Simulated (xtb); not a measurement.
xtb 6.7.1, GFN2-xTB: Ti(OiPr)2(H)2 (CC(C)[O][TiH2][O]C(C)C), 25 atoms. The geometry is a generated start, not checked to be a minimum at this level.

```yaml
run_flags: --grad
method: GFN2-xTB
"--acc": 1 (default)
"--etemp (K)": 300 (default)
basis_functions: 58
valence_electrons: 56
```

```xyz
25

Ti    -1.4479     0.9423     0.8500
O     -0.9242    -0.1996     2.0300
C      0.2301    -0.9112     2.3104
C      1.2466     0.0241     2.9798
C      0.7931    -1.4787     0.9991
H     -0.0147    -1.7438     2.9995
H      1.4378     0.8655     2.3058
H      2.1763    -0.4966     3.1962
H      0.8282     0.4103     3.9086
H      0.0311    -2.1023     0.5237
H      1.0294    -0.6338     0.3414
H      1.6872    -2.0734     1.1746
O     -0.7469     0.9696    -0.6933
C     -0.5578     0.8538    -2.0645
C     -1.2173    -0.4424    -2.5566
C      0.9384     0.8752    -2.4073
H     -1.0469     1.7178    -2.5574
H     -0.7229    -1.2996    -2.0971
H     -1.1441    -0.5238    -3.6389
H     -2.2677    -0.4418    -2.2621
H      1.3932     1.7780    -2.0034
H      1.4326     0.0069    -1.9727
H      1.0778     0.8585    -3.4851
H     -3.0522     0.5729     0.7048
H     -1.1592     2.4721     1.4145
```

Charge 0 and multiplicity 1 are set for this test and not shown to be the ground state.

One run each on 1 thread. Values of broydamp tried: 0.02, 0.05, 0.1, 0.2, 0.4 (default), 0.6, 0.8, 1.

Question: How does the count of SCC iterations change with broydamp, and where is it least?

Answer: Fewest SCC iterations, within one of each other: 0.2 with 13, 0.4 (default) with 12, 0.6 with 12, 0.8 with 13, 1 with 13. The count rises to 20 at 0.02. All converge to one solution.

| broydamp | SCC iterations | end |
|---|---|---|
| 0.02 | 20 | same solution |
| 0.05 | 17 | same solution |
| 0.1 | 16 | same solution |
| 0.2 | 13 | same solution |
| 0.4 (default) | 12 | same solution |
| 0.6 | 12 | same solution |
| 0.8 | 13 | same solution |
| 1 | 13 | same solution |
